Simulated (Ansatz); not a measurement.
**Habitual settings against a tight run: NiS (R3m, 6 atoms in the cell)**

Self-consistent single point.

```
NiS
1.0
    4.68466     2.70469     1.02739
   -4.68466     2.70469     1.02739
    0.00000    -5.40938     1.02739
Ni S
3 3
Direct
  0.65964   0.39689   0.39689
  0.39689   0.65964   0.39689
  0.39689   0.39689   0.65964
  0.78349   0.11926   0.11926
  0.11926   0.78349   0.11926
  0.11926   0.11926   0.78349
```

Method of the run: PBEsol, PAW files made with PBE (plane waves; Ansatz, a program for electronic structure).

Base settings: basis.ecutwfc = 420 eV; kpoints.mp_grid.grid = 9 9 9; hamiltonian.xc = pbesol; hamiltonian.pseudopotentials = {kind: paw} (the program's default PAW files); scf.occupations.method = cold; scf.occupations.width = 0.2 eV.

Tight run (finer mesh or higher cutoff; not a proven limit): basis.ecutwfc: 420 eV → 590 eV; kpoints.mp_grid.grid: 9 9 9 → 13 13 13; scf.convergence.dr2_threshold: default (1e-07 eV) → 1e-09 eV. It gave Fermi level (on the code's own zero) 13.49 eV; pressure 2.44 GPa; largest force (vector length) 0.285 eV/Å.

Quick runs, as changes from the base:
- A: the base itself
- B: basis.ecutwfc: 420 eV → 210 eV; kpoints.mp_grid.grid: 9 9 9 → 2 2 2; hamiltonian.xc: pbesol → lda; kpoints.mp_grid.shift: default → 0.5 0.5 0.5 [LDA (PW92)]
- C: basis.ecutwfc: 420 eV → 250 eV; kpoints.mp_grid.grid: 9 9 9 → 3 3 3; hamiltonian.xc: pbesol → lda; scf.occupations.method: cold → methfessel_paxton; kpoints.mp_grid.shift: default → 0.5 0.5 0.5; scf.convergence.dr2_threshold: default (1e-07 eV) → 0.0001 eV [LDA (PW92)]
- D: kpoints.mp_grid.grid: 9 9 9 → 4 4 4; kpoints.mp_grid.shift: default → 0.5 0.5 0.5; scf.convergence.dr2_threshold: default (1e-07 eV) → 0.001 eV
- E: basis.ecutwfc: 420 eV → 210 eV; kpoints.mp_grid.grid: 9 9 9 → 8 8 8; hamiltonian.xc: pbesol → lda [LDA (PW92)]
- F: basis.ecutwfc: 420 eV → 295 eV; kpoints.mp_grid.grid: 9 9 9 → 4 4 4

Energies are extrapolated to zero smearing width, which holds to low order in the width alone.

Dashes: energy of B, C, E, another energy zero.

† marks runs with another functional, U, potentials or spin treatment: their distance from the tight run is not a convergence error alone.

The count of work is k-points × plane waves × bands × iterations; it is no time. 

Pressures in the table are Ansatz's without its Pulay estimate, at a fixed set of plane waves; the tight run's value above holds the estimate.

The starting cell comes from a database of computed structures (which also holds hypothetical and non-ambient phases and stackings), without a prior relaxation at this level. Its lattice was rescaled by a random factor within 2.5 % of one. Spin polarisation is off, so a magnetic state, if there is one, cannot be reached.

| run | energy less tight (meV/atom) | pressure less tight (GPa) | largest miss in a force vector (eV/Å) | count of work / tight |
|---|---|---|---|---|
| A | 3.1 | -0.04 | 0.007 | 0.18 |
| B† | – | -354.70 | 0.399 | 0.0014 |
| C† | – | -112.09 | 0.085 | 0.0041 |
| D | 20.7 | 0.35 | 0.034 | 0.015 |
| E† | – | -360.81 | 0.600 | 0.050 |
| F | 231.6 | -23.86 | 0.124 | 0.017 |

Among the runs at the tight run's level, the energy misses run from 3.1 to 231.6 meV/atom.

Keys are those of Ansatz 0.2.
